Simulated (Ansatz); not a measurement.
An Ansatz (a first-principles code) input (LDA/PAW in Ansatz, no spin-orbit coupling):

Ansatz 0.2 input:
```yaml
crystal:
  lattice:
    - [0, 1.9206975934, 1.8822836415]
    - [1.9206975934, 0, 1.8822836415]
    - [1.9206975934, 1.9206975934, 0]
  atoms:
    - { symbol: Pd, position: [0, 0, 0] }
basis: { ecutwfc: 420, ecutrho_ratio: 4, xc_grid: 2, fft_grid_basis: typed }
kpoints: { mp_grid: { grid: [29, 29, 29] } }
hamiltonian:
  xc: lda
  dispersion: none
  pseudopotentials: { kind: paw }
scf: { occupations: { method: fermi_dirac, width: 0.1 }, convergence: { dr2_threshold: 0.0000000001 } }
relax: { f_tol: 0.005, max_steps: 50 }
output: { forces: true, stress: true }
checkpoint: { write: state.ck, write_every: 1000 }
```

### Question
Which symmetry and how many k-points will the program report, and about how many plane waves at Γ?

### Answer
Space group I4/mmm (ITA 139) with 16 operations, k-points 1800 of 24389, and 275 plane waves at Γ.

### Question
And the final pressure?

### Answer
4.84 GPa (compression positive).

The cells carry an imposed strain or load. No phonon test of stability was made. The final runs are not spin-polarised. The cell was made from Pd in the fcc (Cu type) structure (space group Fm-3m, No. 225) by this change: uniaxial strain ε_zz = −2.00 %.
